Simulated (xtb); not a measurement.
xtb 6.7.1, GFN2-xTB: Ga(tBu)3 cation (C[C](C)(C)[Ga]([C](C)(C)C)[C](C)(C)C), charge +1, multiplicity 2, 40 atoms. The geometry is a generated start, not checked to be a minimum at this level.

```
Item                       Value
-----------------  -------------
run flags                 --grad
method                  GFN2-xTB
--acc                1 (default)
--etemp (K)        300 (default)
basis functions               85
valence electrons             77
```

Charge 1 and multiplicity 2 are set for this test and not shown to be the ground state. GFN-xTB has no spin term: --uhf 1 sets the occupations alone.

One run each on 1 thread. Values of broydamp tried: 0.02, 0.05, 0.1, 0.2, 0.4 (default), 0.6, 0.8, 1.

**Question.** Predict the course of the SCC iterations along this series.

**Answer.** Fewest SCC iterations, within one of each other: 0.05 with 16, 0.1 with 15, 0.2 with 15, 0.4 (default) with 16. The count rises to 23 at 0.02. All converge to one solution.

```csv
broydamp,SCC iterations,end
0.02,23,same solution
0.05,16,same solution
0.1,15,same solution
0.2,15,same solution
0.4 (default),16,same solution
0.6,19,same solution
0.8,18,same solution
1,20,same solution
```
